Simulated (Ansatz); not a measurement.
Symmetric slabs, relaxed from ideal cuts in 1x1 cells, of elemental solids: surface energy (J/m²) by functional, in Ansatz (plane waves, PAW). All structures are PBE's; the other columns are single points with references at the same level. No spin-orbit coupling, Hubbard U or dispersion.

```
system                                                     PBE   LDA  PBEsol  RPBE  r2SCAN
--------------------------------------------------------  ----  ----  ------  ----  ------
hcp Mg (20-21), ideal cut with outer spacing 0.22 Å       0.64  0.72    0.71  0.58    0.71
hcp Tl (10-12), ideal cut with outer spacing 0.70 Å       0.30  0.45    0.40  0.20    0.37
fcc Rh (211), ideal cut with outer spacing 0.78 Å         2.38  3.01    2.81  2.11    2.61
fcc Ca (210), ideal cut with outer spacing 1.24 Å         0.56  0.61    0.60  0.51    0.61
hcp Ti (10-12), ideal cut with outer spacing 1.14 Å       2.11  2.38    2.31  1.96    2.30
fcc Ir (211), ideal cut with outer spacing 0.79 Å         2.74  3.37    3.20  2.49    3.01
bcc V (210), ideal cut with outer spacing 0.67 Å          2.52  2.88    2.78  2.34    2.72
fcc Pb (221), ideal cut with outer spacing 0.84 Å         0.30  0.45    0.40  0.20    0.32
alpha gallium (221), ideal cut with outer spacing 0.23 Å  0.62  0.84    0.78  0.51    0.77
hcp Zr (21-31), ideal cut with outer spacing 0.17 Å       1.69  1.92    1.86  1.57    1.81
fcc Pd (211), ideal cut with outer spacing 0.81 Å         1.54  2.15    1.94  1.28    1.76
hcp Y (21-32), ideal cut with outer spacing 0.74 Å        1.09  1.22    1.19  1.01    1.16
```

The rows are a random draw from the class, without slabs that broke up, higher cuts of a face and adsorbates that left their site. Mean shift from PBE over these rows: LDA 0.29 J/m² (from 0.06 to 0.64, 12 rows); PBEsol 0.21 J/m² (from 0.04 to 0.46, 12 rows); RPBE -0.14 J/m² (from -0.27 to -0.04, 12 rows); r2SCAN 0.14 J/m² (from 0.03 to 0.27, 12 rows).

Ansatz is a quantum-chemistry and plane-wave program.
